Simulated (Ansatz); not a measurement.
## Point-defect migration in hcp Ru

Some mobile defects of hcp Ru. Level of theory: PBE, PAW (plane waves to 420 eV; Ansatz, an electronic-structure program).

Each figure is the lowest single hop between equivalent sites (a dopant's own exchange with the vacancy apart) among the routes that converged and passed our checks, counted from the lowest site run. It need not be the barrier to long-range diffusion, and untried routes may lie lower. Climbing-image NEB, static nuclei, fixed cells, no finite-size correction; on the finer meshes named, energies are single points at the band's geometries. Saddle orders were checked for a part of the study's bands only and are not shown. Vacancies start on their lattice site; split forms were not set up.

```json
[
 {"Defect": "Ru vacancy, charge 0", "Route": "a nearby Ru jumps into the vacancy", "Hop (Å)": "2.61", "Direction in the unit cell": "(0.64, 0.32, 0.50)", "Neighbours at the saddle": "4 Ru at 2.48, 4 Ru at 3.02 Å", "Cell": "36 sites, 4×4×4 shifted along c"},
 {"Defect": "interstitial B, charge 0", "Route": "B moves farthest", "Hop (Å)": "2.15", "Direction in the unit cell": "(0.00, 0.00, 0.50)", "Neighbours at the saddle": "3 Ru at 1.86 Å", "Cell": "36 sites, 4×4×4 shifted along c"},
 {"Defect": "Cu-vacancy pair (Cu on Ru, Ru vacant), charge 0", "Route": "a nearby Ru jumps into the vacancy (Cu-vacancy distance between ideal sites 2.66 Å throughout)", "Hop (Å)": "2.74", "Direction in the unit cell": "(-1.01, 0.00, 0.00)", "Neighbours at the saddle": "Cu at 2.45; Ru at 2.43, Ru at 2.48, Ru at 2.59, 2 Ru at 2.84, 2 Ru at 2.86 Å", "Cell": "36 sites, 4×4×4 shifted along c"},
 {"Defect": "interstitial Si, charge 0", "Route": "Si moves farthest", "Hop (Å)": "2.14", "Direction in the unit cell": "(0.00, 0.00, 0.50)", "Neighbours at the saddle": "3 Ru at 2.01 Å", "Cell": "36 sites, 4×4×4 shifted along c"}
]
```

Problem. Order these hops by barrier, lowest first, with values.

Solution. interstitial Si, charge 0: 1.35 eV; interstitial B, charge 0: 1.87 eV; Cu-vacancy pair (Cu on Ru, Ru vacant), charge 0: 2.15 eV; Ru vacancy, charge 0: 2.24 eV. Gaps under about 0.1 eV are within the calculation's error.
